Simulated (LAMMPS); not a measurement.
An MD run on SiC (zinc blende), 512 atoms, at 1740 K and 2 GPa, heated as the crystal.

Level of theory: classical MD, pair style meam, file SiC.meam; code LAMMPS.

Starting crystal:

Space group F-43m (No. 216); a = b = c = 4.3600 Å, α = β = γ = 90.00°

```json
[
 {"atom": "Si", "site": "4a", "symmetry": "-43m", "x": "0.0000", "y": "0.0000", "z": "0.0000"},
 {"atom": "C", "site": "4d", "symmetry": "-43m", "x": "0.7500", "y": "0.7500", "z": "0.7500"}
]
```

Problem. Give the state found, the coordination number of Si by C, the most common C-Si-C angle as this potential yields it.

Solution. state found: crystal; no diffusion seen in 21 ps; coordination number of Si by C: 4.00 (counted to 2.66 Å); most common C-Si-C angle: at the 3° bin centred on 109.5°, after smoothing over three bins (mean of all 109°).

Caution: a run this short can hold a crystal over, or a liquid under, the potential's own melting point, which these runs don't give.
